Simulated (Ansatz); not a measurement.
## Mg2Si: Si → Mo

Start from Mg$_{2}$Si (space group Fm-3m, No. 225; a = 6.3261 Å).

The change: Mo takes the place of Si on all its sites, then cell and atoms are relaxed.

Calculations: Ansatz (a first-principles code) PBEsol, no spin-orbit coupling. k-mesh 13×13×13 (Γ-centred); smearing 0.05 eV (Fermi–Dirac).

```csv
quantity,base,changed,shift
volume per atom,21.10 Å³,22.10 Å³,+1.005 Å³
density,2.01 g/cm³,3.62 g/cm³,+1.61 g/cm³
lattice parameter a,11.955 bohr,12.141 bohr,+0.1869 bohr
space group,Fm-3m (No. 225),Fm-3m (No. 225),–
shortest interatomic distance,5.176 bohr,5.257 bohr,+0.081 bohr
band gap,0.12 eV,zero,–
```

Final structure:

```xyz
3
Lattice="0.0000 3.2125 3.2125 3.2125 0.0000 3.2125 3.2125 3.2125 0.0000" Properties=species:S:1:pos:R:3 pbc="T T T"
Mo     0.0000     0.0000     0.0000
Mg     1.6062     1.6062     1.6062
Mg     4.8187     4.8187     4.8187
```

Cost of the whole job for the changed cell (relaxation, final SCF and bands): roughly 40 core-seconds.

Whether these cells are dynamically stable was not tested. As relaxed here, Mg2Mo is a hypothetical phase, not in the database extracts checked. The final runs are not spin-polarised. Mg2Mo has a high density of states at the Fermi level and may be magnetic at this level. The zero or small gap of Mg2Si can change with the level of theory.
